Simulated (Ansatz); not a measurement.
# BN, pressure series

The parent structure is BN (space group P6_3/mmc, No. 194; a = 2.506 Å, c = 6.615 Å; layered, stacked along the Cartesian z axis).

Cell and atoms are relaxed at each pressure.

Calculations: plane-wave PAW DFT at the PBE-D3(BJ) level (Ansatz, a first-principles code, 420 eV), no spin-orbit coupling.

```csv
variant,smallest direct gap,shortest interatomic distance
base,4.64 eV,1.447 Å
pressure 0.3 GPa,4.64 eV,1.447 Å
pressure 0.7 GPa,…,1.446 Å
pressure 1.5 GPa,4.55 eV,1.445 Å
pressure 3 GPa,…,1.443 Å
pressure 5 GPa,…,…
pressure 10 GPa,4.34 eV,1.436 Å
```

### Question
Fill in the withheld entries from the trend.

### Answer

- pressure 0.7 GPa, smallest direct gap: 4.62 eV
- pressure 3 GPa, smallest direct gap: 4.47 eV
- pressure 5 GPa, smallest direct gap: 4.39 eV
- pressure 5 GPa, shortest interatomic distance: 1.441 Å

Load acts through the strain it causes; cell and atoms are relaxed under it. No phonon test of stability was made. Competing high-pressure phases were not computed.
